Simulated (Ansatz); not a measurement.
System: interstitial F in rutile SnO2 (charge state -1). Method: PBE, PAW (plane waves to 420 eV; Ansatz, a quantum-chemistry and plane-wave program).

Settings: 72 host sites, the relaxed PBE lattice, one k-point at (0.250, 0.250, 0.250), smearing 0.01 eV, spin-restricted, no image-charge correction. No zero-point or tunnelling terms. The charge state is imposed; whether it is stable for some Fermi level was not computed. Sites that were not tried may lie lower.

Barriers: single points on a 2×2×2 k-point mesh shifted by half a step at the bands' geometries.

The step: a concerted move, in which F travels most. Atoms about the jump, Cartesian Å from the middle of the jump, before and after:

| atom | x0 | y0 | z0 | x1 | y1 | z1 |
|---|---|---|---|---|---|---|
| F1 | -0.01 | -0.16 | -0.81 | 0.01 | 0.16 | 0.81 |
| Sn2 | -0.15 | 2.39 | 0.02 | -0.13 | 2.32 | 0.12 |
| O3 | 1.74 | -1.29 | 0.19 | 1.67 | -1.27 | -0.03 |
| O4 | -1.86 | 1.14 | 0.09 | -1.95 | 1.19 | 0.00 |
| Sn5 | -0.14 | -2.31 | 0.01 | -0.13 | -2.37 | 0.07 |
| O6 | 1.03 | 1.80 | -1.62 | 0.78 | 1.44 | -1.55 |
| O7 | 0.77 | 1.43 | 1.64 | 1.14 | 1.91 | 1.81 |
| O8 | -1.43 | -1.82 | -1.65 | -1.06 | -1.41 | -1.54 |
| O9 | -1.06 | -1.41 | 1.65 | -1.29 | -1.69 | 1.71 |
| Sn10 | 2.16 | -0.02 | -1.50 | 2.29 | -0.04 | -1.59 |
| Sn11 | 2.31 | -0.03 | 1.71 | 2.17 | 0.03 | 1.63 |
| Sn12 | -2.53 | -0.02 | -1.54 | -2.61 | 0.03 | -1.58 |
| Sn13 | -2.60 | 0.04 | 1.69 | -2.54 | 0.01 | 1.64 |
| O14 | 3.17 | 0.95 | 0.08 | 3.16 | 0.95 | 0.03 |
| O15 | -3.50 | -0.93 | 0.08 | -3.50 | -0.94 | 0.04 |
| O16 | 1.28 | -0.93 | -3.16 | 1.33 | -0.94 | -3.20 |
| O17 | 1.33 | -0.93 | 3.32 | 1.26 | -0.90 | 3.26 |
| O18 | -1.63 | 0.95 | 3.30 | -1.58 | 0.93 | 3.26 |
| O19 | -1.58 | 0.91 | -3.15 | -1.64 | 0.95 | -3.19 |
| O20 | -1.05 | 3.35 | 1.67 | -1.10 | 3.33 | 1.69 |
| O21 | -1.10 | 3.35 | -1.58 | -1.04 | 3.35 | -1.54 |
| O22 | 0.79 | -3.30 | -1.58 | 0.72 | -3.37 | -1.58 |
| O23 | 0.72 | -3.37 | 1.68 | 0.78 | -3.34 | 1.69 |
| Sn24 | -0.13 | 2.46 | -3.20 | -0.14 | 2.42 | -3.15 |
| Sn25 | -0.13 | 2.40 | 3.27 | -0.12 | 2.47 | 3.33 |

### Question
Give the saddle-point geometry and the barrier.

### Answer

| atom | x | y | z |
|---|---|---|---|
| F1 | -0.08 | 0.11 | 0.05 |
| Sn2 | -0.17 | 2.28 | 0.05 |
| O3 | 1.76 | -1.29 | 0.05 |
| O4 | -2.09 | 1.29 | 0.05 |
| Sn5 | -0.12 | -2.30 | 0.05 |
| O6 | 0.92 | 1.61 | -1.64 |
| O7 | 0.92 | 1.61 | 1.74 |
| O8 | -1.17 | -1.52 | -1.60 |
| O9 | -1.17 | -1.52 | 1.70 |
| Sn10 | 2.27 | -0.01 | -1.56 |
| Sn11 | 2.27 | -0.01 | 1.66 |
| Sn12 | -2.60 | 0.04 | -1.56 |
| Sn13 | -2.60 | 0.04 | 1.66 |
| O14 | 3.17 | 0.97 | 0.05 |
| O15 | -3.49 | -0.96 | 0.05 |
| O16 | 1.31 | -0.93 | -3.17 |
| O17 | 1.31 | -0.93 | 3.27 |
| O18 | -1.62 | 0.95 | 3.27 |
| O19 | -1.62 | 0.96 | -3.17 |
| O20 | -1.06 | 3.35 | 1.67 |
| O21 | -1.06 | 3.35 | -1.57 |
| O22 | 0.74 | -3.34 | -1.58 |
| O23 | 0.74 | -3.34 | 1.68 |
| Sn24 | -0.14 | 2.44 | -3.19 |
| Sn25 | -0.14 | 2.44 | 3.29 |
It lies 0.094 eV above the start and 0.094 eV above the end. The saddle point's order was not checked, and it lies on a symmetry element of the cell, where a band can be held.
